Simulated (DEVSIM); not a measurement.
**Si p-n junction from an implanted or diffused profile**

Device: Si p-n junction from an implanted or diffused profile, at 300 K.

| layer (left to right) | material | thickness (μm) | Nd (cm⁻³) | τn (s) | τp (s) |
|---|---|---|---|---|---|
| 1 | Si | 11.0 | 6.8e16 | 0.00023 | 0.00023 |

Added acceptor profile: 1.1e19 cm⁻³ × exp(−(x − 0 μm)²/(2·(0.11 μm)²)). Left contact: ohmic. Right contact: ohmic. Voltage is applied to the left contact. Recombination: SRH at mid-gap, Auger. Mobility is μmin + (μ − μmin)/(1 + (N/Nref)^α).

The device is made up for the run: typed textbook-type constants, with dimensions and the other settings drawn at random. Values at 300 K.

```tsv
parameter	Si
gap (eV)	1.124
affinity (eV)	4.05
permittivity	11.7
Nc (cm⁻³)	2.86e19
Nv (cm⁻³)	3.1e19
μn (cm²/Vs)	1417
μp (cm²/Vs)	470
μn,min	52
μp,min	45
Nref,n	9.7e16
Nref,p	2.2e17
αn	0.68
αp	0.72
Cn (cm⁶/s)	2.8e-31
Cp (cm⁶/s)	9.9e-32
```

Simulated with DEVSIM: 1D drift-diffusion, Boltzmann statistics, complete ionisation; no tunnelling, impact ionisation, image-force lowering or self-heating.

```yaml
potential_step_across_the_device_at_zero_bias: 0.941 V
Dark forward voltage at 1 A/cm²: 0.689 V
Dark forward voltage at 100 A/cm²: 0.817 V
```

Dark forward current:

| V (V) | J (A/cm²) |
|---|---|
| 0.10 | 1.5e-10 |
| 0.15 | 9.7e-10 |
| 0.25 | 4.3e-8 |
| 0.30 | 3.0e-7 |
| 0.35 | 2.0e-6 |
| 0.45 | 9.7e-5 |
| 0.50 | 0.00067 |
| 0.55 | 0.0047 |
| 0.60 | 0.032 |
| 0.70 | 1.5 |
| 0.75 | 10 |
| 0.80 | 60 |
| 0.90 | 940 |
| 0.95 | 2500 |

Dark reverse current:

```csv
V (V),J (A/cm²)
-0.10,-8.9e-12
-0.25,-1.5e-11
-0.50,-2.3e-11
-0.75,-3.0e-11
-1.00,-3.6e-11
-1.50,-4.7e-11
-2.00,-5.6e-11
-2.50,-6.4e-11
-3.25,-7.6e-11
-4.00,-8.6e-11
```
